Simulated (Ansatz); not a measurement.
Start from Rh in the fcc (Cu type) structure (space group Fm-3m, No. 225; a = 3.782 Å; relaxed with 0.1 eV smearing). Axes: x, y, z lie along the cube axes.

Method: PBEsol/PAW in Ansatz (a program for electronic structure), no spin-orbit coupling.

It is then changed as follows: the cell is scaled by 1.0300 in all directions, atoms relaxed at fixed cell.

Question: Predict the stress tensor and what it implies for the stiffness.

Answer: Stress of the strained cell less that of the base (GPa, compression positive):
```
  -20.7     0.0     0.0
    0.0   -20.7     0.0
    0.0     0.0   -20.7
```

Then B = −ΔP/(ΔV/V₀) with ΔV/V₀ = 0.0927 gives secant stiffness values (nonlinear terms included at this strain): B ≈ 223 GPa.

As a check, the harmonic strain energy −½ V₀ Δσ:ε is 78 meV/atom; the computed energy rise is 89 meV/atom.

Stability against distortions was not tested. All final runs are without spin polarisation. Rh lies near a magnetic instability that expansion can trigger; it was not tested.
